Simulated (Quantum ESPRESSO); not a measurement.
Quantum ESPRESSO is run on Lu2MgS4 (Fd-3m, 14 atoms in the cell), and the run fails. The aim is a self-consistent single point with DFT, LDA (PZ), plane waves, SSSP 1.1.2 efficiency (PBE) pseudopotentials.

Cell that was meant: a = 7.7421 Å, b = 7.7421 Å, c = 7.7421 Å, α = 60.00°, β = 60.00°, γ = 60.00°.

Part of the input:

```fortran
   smearing = 'methfessel-paxton'
   degauss = 0.019992
   input_dft = 'pz'
&ELECTRONS
   conv_thr = 1.0d-10
/
ATOMIC_SPECIES
```

Output, abridged:

```
     This program is part of the open-source Quantum ESPRESSO suite
     for quantum simulation of materials; please cite

 %%%%%%%%%%%%%%%%%%%%%%%%%%%%%%%%%%%%%%%%%%%%%%%%%%%%%%%%%%%%%%%%%%%%%%%%%%%%%%
     Error in routine  read_namelists (1):
      bad line in namelist &system: "&ELECTRONS" (error could be in the previous line)
 %%%%%%%%%%%%%%%%%%%%%%%%%%%%%%%%%%%%%%%%%%%%%%%%%%%%%%%%%%%%%%%%%%%%%%%%%%%%%%

     stopping ...
```

Problem. From the messages shown, name the fault and mend the input.

Solution. The fault is a namelist without its closing slash. The reader runs on into the next namelist. To fix it, close the namelist. The program stopped before any SCF iteration.

An input that runs soundly differs in these lines (not the only fix; some lines may just follow from the change or write a value another way):
```diff
+/
```

With that input, the run converged in 14 iterations: free energy E − TS -61339.8554 eV; top of the valence band (on the code's own zero) 6.82 eV; gap on the k-point mesh 1.35 eV; pressure -4.51 GPa; largest force (vector length) 1.978 eV/Å (DFT, LDA (PZ), plane waves, SSSP 1.1.2 efficiency (PBE) pseudopotentials).

On the sound input: the starting cell comes from a database of published, mostly measured structures (it also holds non-ambient and calculated ones), without a prior relaxation at this level. Spin-orbit coupling is off. With a pressure of about -5 GPa the cell is away from its equilibrium volume at this level. Forces in this geometry exceed 1 eV/Å.
